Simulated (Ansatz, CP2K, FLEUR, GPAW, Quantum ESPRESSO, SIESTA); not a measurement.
## One structure in several programs: Te2Au (C2/m, 3 atoms in the cell)

Self-consistent single point.

```
Te2Au
1.0
    3.62209    -2.10455     0.00000
    3.62209     2.10455     0.00000
   -0.01077     0.00000     5.19449
Te Au
2 1
Direct
  0.31867   0.31867   0.28912
  0.68133   0.68133   0.71088
  0.00000   0.00000   0.00000
```

Shared settings, as Ansatz (a quantum-chemistry and plane-wave program) writes them: kpoints.mp_grid.grid = 7 7 5; scf.occupations.method = gaussian; scf.occupations.width = 0.1 eV. Potentials and cutoffs stand in the table.

| code | model | pressure (GPa) | largest force (eV/Å) | cutoff |
|---|---|---|---|---|
| Ansatz | LDA (PW92), PAW files made with PBE | -4.37 | 0.164 | default |
| GPAW | LDA (Perdew-Wang 92), GPAW PAW datasets LDA (gpaw-data 1.0.1) | -4.55 | 0.130 | 600 eV |
| Quantum ESPRESSO | LDA (PZ), GBRV 1.5 ultrasoft (LDA) pseudopotentials | -4.02 | 0.107 | 40 Ry |
| SIESTA | LDA PW92, numerical atomic orbitals DZP, PseudoDojo LDA standard norm-conserving potentials (rewritten from UPF to PSML) | -4.08 | 0.257 | grid 300 Ry |
| FLEUR | LDA (Perdew-Zunger), all-electron FLAPW (FLEUR), scalar-relativistic valence | – | 0.157 | Kmax 4.3 1/bohr |
| CP2K | LDA (Pade form), GPW, DZVP-MOLOPT-SR-GTH basis, GTH-PADE potentials (GTH_POTENTIALS) | -1.84 | 0.148 | grid 500 Ry |

A dash marks a value that a program does not give, or that is left out as unsure.

On Ansatz's run: spin-orbit coupling is off.

The spread over the programs that give each value: pressure within 2.71 GPa; largest force within 0.150 eV/Å.

SIESTA and CP2K use small atom-centred bases, whose incompleteness enters pressures, forces and empty levels differently from a plane-wave cutoff. FLEUR treats all electrons, but the usual bases taken here (sphere radii, linearisation, local orbitals, empty states) were not tested for convergence, so the values are no reference for the others. Ansatz's pressure is given at a fixed set of plane waves, as the other plane-wave codes print theirs; with its correction for the finite basis it is -4.32 GPa. The same LDA comes in different parametrisations, which differ slightly. In the pressure, CP2K (by 2.53) lies more than 1 GPa from the median of the plane-wave programs. In the force vectors, SIESTA (by 0.172) and CP2K (by 0.210) lie more than 0.08 eV/Å from the median of the plane-wave programs.

The starting cell comes from a database of computed structures (which also holds hypothetical and non-ambient phases and stackings), without a prior relaxation at this level.

Left out of this page: Elk (not drawn, or without a comparable value).

Keys are those of Ansatz 0.2.
